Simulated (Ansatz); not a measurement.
How a calculation on K₂SbCl₅ (P1, 32 atoms in the cell) responds to its settings

```xyz
32
Lattice="8.9367 0.0000 0.0000 0.0000 12.4753 0.0000 -3.0901 0.0000 8.3484" Properties=species:S:1:pos:R:3 pbc="T T T"
K      4.5583     4.0234     7.5906
K      1.3322     8.4465     0.8151
K     -0.2077    10.2697     4.8109
K      6.0648     2.2031     3.3171
K      5.1482    10.8565     1.3590
K      0.7112     1.5369     7.1137
K      2.3226     4.7328     2.7706
K      3.4601     7.8058     5.4934
Sb     6.4114     6.2411     2.5298
Sb    -0.3963     6.2135     5.8511
Sb     0.9494     0.1559     1.5471
Sb     4.6918    12.4798     6.6492
Cl     3.4317     1.5301     5.3708
Cl     2.3399    11.0154     3.0807
Cl     0.7799     7.5197     7.1475
Cl     4.9911     4.7459     1.2906
Cl     7.4112     7.1320     0.3066
Cl    -1.5162     5.3203     8.0584
Cl     0.0248     0.9326     3.9034
Cl     5.7255    11.5979     4.4893
Cl     6.6337     1.2169     0.3461
Cl    -0.6684    11.2102     7.9376
Cl     0.6908     7.4856     3.7673
Cl     5.1544     4.9280     4.5535
Cl    -2.2924     1.8881     6.7908
Cl     8.2118    10.5723     1.6977
Cl     6.7081     8.1601     5.8343
Cl    -0.9037     4.3979     2.5131
Cl     2.9432    10.8682     6.5607
Cl     3.0415     1.6294     1.7933
Cl     1.4808     4.5404     5.9057
Cl     4.3117     7.9496     2.3786
```

Base run A: PBEsol, default PAW files made with PBE run with Ansatz (a quantum-chemistry and plane-wave program), self-consistent single point.

Its settings: kpoints.mp_grid.grid = 2 1 2; hamiltonian.xc = pbesol; hamiltonian.pseudopotentials = {kind: paw} (the program's default PAW files); scf.occupations.method = fixed.

The starting cell comes from a database of computed structures (which also holds hypothetical and non-ambient phases and stackings), without a prior relaxation at this level. Its atoms were displaced at random from the sites of space group no. 14. Spin-orbit coupling is off. In the base run, forces exceed 1 eV/Å. Ansatz's pressure includes its estimate of the finite-basis (Pulay) stress.

A dash stands where there is no value to compare (another energy zero or no entropy term, no result, no spin, no clean gap, or a mesh too coarse for one). 

Runs:
- B: hamiltonian.dispersion: default → d3bj [PBEsol-D3BJ]
- C: hamiltonian.dispersion: default → d3bjatm [PBEsol-D3BJ-ATM]
- D: hamiltonian.xc: pbesol → r2scan; hamiltonian.dispersion: default → d3bjatm [r2SCAN-D3BJ-ATM]
- E: hamiltonian.dispersion: default → d4 [PBEsol-D4]

```
run  pressure (GPa)  largest force (eV/Å)  gap on the mesh (eV)  dispersion energy (eV/atom)
---  --------------  --------------------  --------------------  ---------------------------
A              0.55                 3.870                 2.733                            –
B             -0.52                 3.869                 2.733                       -0.190
C             -0.41                 3.869                 2.733                       -0.181
D              0.59                 3.937                 3.063                       -0.092
E              0.01                 3.869                 2.733                       -0.099
```

Run B against A: The pressure goes from 0.55 to -0.52 GPa, the largest force hardly changes (3.870 to 3.869 eV/Å) and the gap on the mesh stays at 2.733 eV.

Run C against A: The pressure goes from 0.55 to -0.41 GPa, the largest force hardly changes (3.870 to 3.869 eV/Å) and the gap on the mesh stays at 2.733 eV.

Run D against A: The pressure moves little (0.55 to 0.59 GPa), the largest force goes from 3.870 to 3.937 eV/Å and the gap on the mesh goes from 2.733 to 3.063 eV.

Keys are those of Ansatz 0.2.
